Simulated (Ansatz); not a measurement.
Partial pair distribution functions of a relaxed model of amorphous Al32O42, broadened by 0.06 Å; density 2.98 g/cm³. All values below come from PBE, scalar-relativistic without spin-orbit coupling (plane waves to 420 eV, PAW; Ansatz, an electronic-structure program). The usual formal charges leave 12 electrons over, so the level spacing at the Fermi energy parts defect or band states and needn't be the band gap.

A CHGNet melt-quench gave the starting glass, which DFT then relaxed. O atoms were pushed apart under 1.9 Å during the dynamics, to hinder bonds among them. The hot cell started wider than the set density and was brought back towards it in steps. It is the lowest in DFT energy of 2 quenches. It is a model cell: composition and starting density were chosen by hand, and all elements were melted together. No dispersion term was used. Its density started from a set value of 3.15 and ended at 2.98 g/cm³. Cooling (nominally 240 K/ps over its main leg) ran many orders faster than in experiment, which tends to leave more defects and strain. Values belong to this one cell and scatter from quench to quench. The volume was free in the relaxation, at fixed shape. Stress components on the final sampling reach 3.3 GPa. Cycles of charging lowered its energy after that relaxation.

| r (Å) | g Al-O | g Al-Al | g O-O |
|---|---|---|---|
| 1.55 | 0.02 | 0.00 | 0.00 |
| 1.65 | 0.94 | 0.00 | 0.00 |
| 1.75 | 6.23 | 0.00 | 0.00 |
| 1.85 | 8.03 | 0.00 | 0.00 |
| 1.95 | 3.01 | 0.00 | 0.00 |
| 2.05 | 0.78 | 0.00 | 0.00 |
| 2.15 | 0.22 | 0.00 | 0.00 |
| 2.25 | 0.01 | 0.00 | 0.01 |
| 2.35 | 0.01 | 0.01 | 0.45 |
| 2.45 | 0.05 | 0.27 | 1.33 |
| 2.55 | 0.06 | 0.80 | 1.26 |
| 2.65 | 0.06 | 1.20 | 2.28 |
| 2.75 | 0.19 | 1.24 | 3.13 |
| 2.85 | 0.25 | 1.12 | 3.18 |
| 2.95 | 0.30 | 1.68 | 2.92 |
| 3.05 | 0.59 | 2.14 | 1.70 |
| 3.15 | 0.73 | 2.55 | 1.21 |
| 3.25 | 0.92 | 2.69 | 0.99 |
| 3.35 | 1.07 | 1.89 | 0.50 |
| 3.45 | 1.23 | 0.86 | 0.46 |
| 3.55 | 1.14 | 0.87 | 0.61 |
| 3.65 | 1.18 | 0.82 | 0.60 |
| 3.75 | 1.12 | 0.68 | 0.71 |
| 3.85 | 1.28 | 0.58 | 0.70 |
| 3.95 | 1.21 | 1.00 | 0.60 |
| 4.05 | 1.35 | 0.87 | 0.49 |
| 4.15 | 1.64 | 0.59 | 0.32 |
| 4.25 | 1.50 | 0.76 | 0.59 |
| 4.35 | 1.41 | 0.61 | 0.68 |
| 4.45 | 1.27 | 0.87 | 0.86 |
| 4.55 | 1.28 | 0.96 | 0.97 |
| 4.65 | 1.21 | 0.74 | 1.16 |
| 4.75 | 0.86 | 0.73 | 1.43 |

Within 2.24 Å each Al has 4.00 O neighbours on average.
